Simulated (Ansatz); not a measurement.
SiC (P6_3mc), r2SCAN with spin-orbit coupling, rigid bands in Ansatz (a program for electronic structure): N_v = 6.09e19 cm⁻³ at 300 K and a hole conductivity mass of 1.43 mₑ along z (a = (3.08, 0.00, 0.00) Å; b = (-1.54, 2.66, 0.00) Å; c = (0.00, 0.00, 5.05) Å).

Question: For 1e16 holes per cm³ at 300 K, place the Fermi level, estimate the Seebeck coefficient of a parabolic band with constant τ, and give mobility and conductivity for τ = 20 fs.

Answer: The level lies k_BT ln(N_v/p) = 0.225 eV above the valence-band maximum. S ≈ +(k_B/e)[ln(N_v/p) + 5/2] = 966 μV/K, against 980 μV/K from the full bands (mean over directions). μ = eτ/m = 24.6 cm²/(V·s) and σ = peμ = 0.0394 S/cm. τ is assumed, not computed.

Band transport and this doping are assumed; polarons and phonon drag are left out.
